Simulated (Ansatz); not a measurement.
## How far to go with the plane-wave cutoff: RbBi2 (R3m, 6 atoms in the cell)

```
CELL_PARAMETERS angstrom
      0.00000     4.78699     4.78699
      4.78699     0.00000     4.78699
      4.78699     4.78699     0.00000
ATOMIC_POSITIONS crystal
  Rb 0.50301 0.50301 0.50301
  Rb 0.75000 0.75000 0.75000
  Bi 0.62500 0.12500 0.12500
  Bi 0.12500 0.12500 0.62500
  Bi 0.12500 0.62500 0.12500
  Bi 0.12500 0.12500 0.12500
```

Method: PBEsol, default PAW files made with PBE (plane waves; Ansatz, a program for electronic structure).

Base settings: basis.ecutwfc = 30.9 Ry; kpoints.mp_grid.grid = 3 3 3; hamiltonian.xc = pbesol; hamiltonian.pseudopotentials = {kind: paw} (the program's default PAW files); scf.occupations.method = fermi_dirac; scf.occupations.width = 0.0073 Ry.

The second cell is the first with its lattice scaled by 0.98.

The mesh stays at the base's, so the ladder's end is converged at best in this setting alone.

The first pressure column holds Ansatz's estimate of the finite-basis (Pulay) stress, which hides part of the cutoff error; the other is without it.

Only quantities that move along the ladder and can be compared are tabulated.

The count of work is k-points × plane waves × bands × iterations; it is no time. 

The starting cell comes from a database of computed structures (which also holds hypothetical and non-ambient phases and stackings), without a prior relaxation at this level. Its lattice was rescaled by up to half a per cent. One atom was moved a little off its site on purpose.

Steps (basis.ecutwfc): 10.7 Ry; 12.5 Ry; 14 Ry; 15.4 Ry; 16.9 Ry; 18.4 Ry; 21.7 Ry; 24.6 Ry; 27.9 Ry; 30.9 Ry; 33.8 Ry; 37.1 Ry; 41.5 Ry; 46.3 Ry; 54 Ry; 61.7 Ry; 74.2 Ry.

**Question.** What is the coarsest basis.ecutwfc that holds the pressure within 1 GPa of the last step, with all finer ones?

**Answer.** 15.4 Ry, at 0.091 of the last step's count of work; the step before is off by 1.2 GPa.

**Question.** What is the coarsest basis.ecutwfc that holds the pressure without the Pulay estimate within 0.1 GPa of the last step, with all finer ones?

**Answer.** 27.9 Ry, at 0.23 of the last step's count of work; the step before is off by 0.45 GPa.

**Question.** What is the coarsest basis.ecutwfc that holds the energy of the compressed cell less the first within 2 meV/atom of the last step, with all finer ones?

**Answer.** 24.6 Ry, at 0.17 of the last step's count of work; the step before is off by 4.5 meV/atom.

```csv
basis.ecutwfc,free energy less the last step's (meV/atom),energy of the compressed cell less the first (meV/atom),pressure (GPa),pressure without the Pulay estimate (GPa),largest difference of a force vector from the last step's (eV/Å),count of work / last
10.7 Ry,55266.84,-1155.23,-0.76,-916.23,0.004,0.056
12.5 Ry,20185.12,855.56,3.99,-405.47,0.011,0.066
14 Ry,8660.93,242.37,-1.27,-197.96,0.014,0.075
15.4 Ry,4029.78,18.76,-0.19,-103.03,0.008,0.091
16.9 Ry,1634.21,21.56,-0.23,-47.51,0.007,0.10
18.4 Ry,690.39,8.05,-0.23,-22.74,0.001,0.11
21.7 Ry,77.24,16.59,-0.01,-3.58,0.000,0.14
24.6 Ry,7.98,12.24,-0.07,-0.53,0.000,0.17
27.9 Ry,1.53,12.10,-0.08,-0.10,0.000,0.23
30.9 Ry,1.03,12.09,-0.08,-0.09,0.000,0.27
33.8 Ry,0.51,12.08,-0.08,-0.09,0.000,0.31
37.1 Ry,0.27,12.07,-0.08,-0.08,0.000,0.31
41.5 Ry,0.19,12.07,-0.08,-0.08,0.000,0.37
46.3 Ry,0.14,12.07,-0.08,-0.08,0.000,0.43
54 Ry,0.11,12.07,-0.08,-0.08,0.000,0.55
61.7 Ry,0.05,12.07,-0.08,-0.08,0.000,0.67
74.2 Ry,0.00,12.07,-0.08,-0.08,0.000,1.0
```

The energy difference between the two cells stays within 1 meV/atom of the last step's from 24.6 Ry on, the total only from 33.8 Ry on: much of the error is common to both cells and cancels.

At the lowest cutoff the pressure without the Pulay estimate lies 916 GPa under the last step's, the usual sign of Pulay stress in an incomplete plane-wave basis.

Keys are those of Ansatz 0.2.
